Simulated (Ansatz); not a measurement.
Amorphous Hf18O33N2

The cell was made by melting and quenching with the CHGNet potential and then relaxed with DFT. O and N atoms were pushed apart under 1.9 Å during the dynamics, to hinder bonds among them. The hot cell started wider than the set density and was brought back towards it in steps. It is the lowest in DFT energy of 2 quenches. It is a model cell: composition and starting density were chosen by hand, and all elements were melted together. No dispersion term was used.

Methods: PBE, scalar-relativistic without spin-orbit coupling (Ansatz, a quantum-chemistry and plane-wave program); r2SCAN, scalar-relativistic without spin-orbit coupling (Ansatz); HSE06, scalar-relativistic without spin-orbit coupling (Ansatz). Geometry, pressure, stress and energy are those of the PBE run. Its sampling: a 2×2×2 Γ-centred mesh; Fermi-Dirac width 0.02 eV; no spin polarisation. Other functionals are single points at the zone centre (r2SCAN at 500 eV; exact exchange cut at the cell's faces), free to take moments where seeds were set.

| Item | Result |
|---|---|
| Number of atoms in the cell | 53 |
| Density (held, not predicted) | 9.17 g/cm³ |
| Volume per atom | 12.88 Å³ |
| Pressure on a 2×2×2 Γ-centred mesh | 0.93 GPa |
| Largest force and stress component on that mesh (the relaxation ran on the zone centre alone) | 0.09 eV/Å and 3.3 GPa |
| Gap on a 2×2×2 Γ-centred mesh (PBE) | 3.66 eV |
| Gap at the zone centre (PBE) | 3.70 eV |
| Gap at the zone centre (r2SCAN) | 4.16 eV |
| Gap at the zone centre (HSE06) | 5.10 eV |

Cut-offs for bonds: Hf-Hf 3.34 Å, Hf-O 2.60 Å, Hf-N 2.71 Å, O-O 1.58 Å, O-N 1.64 Å, N-N 1.70 Å. Two cations that share two anions don't count as bonded, nor two that share one unless they lie closer than Hf-Hf 3.25 Å.

Mean coordination of Hf by anions: 6.06 (4 with 5, 9 with 6, 5 with 7)
Mean coordination of O: 3.06 (31 with 3, 2 with 4)
Mean coordination of N: 4.00 (2 with 4)
Mean Hf-O bond: 2.131 Å (spread 0.109 Å, 101 counted)
Mean Hf-N bond: 2.194 Å (spread 0.107 Å, 8 counted)

Its density started from a set value of 9.17 g/cm³. The quench (nominally 300 K/ps over its main leg) was far faster than any real one, so the model tends to hold more defects than a real film. One small periodic cell is one sample of the glass; other quenches scatter about these values. The volume was held where the preparation left it, at a PBE pressure of 0.9 GPa. Stress components on the final sampling reach 3.3 GPa.
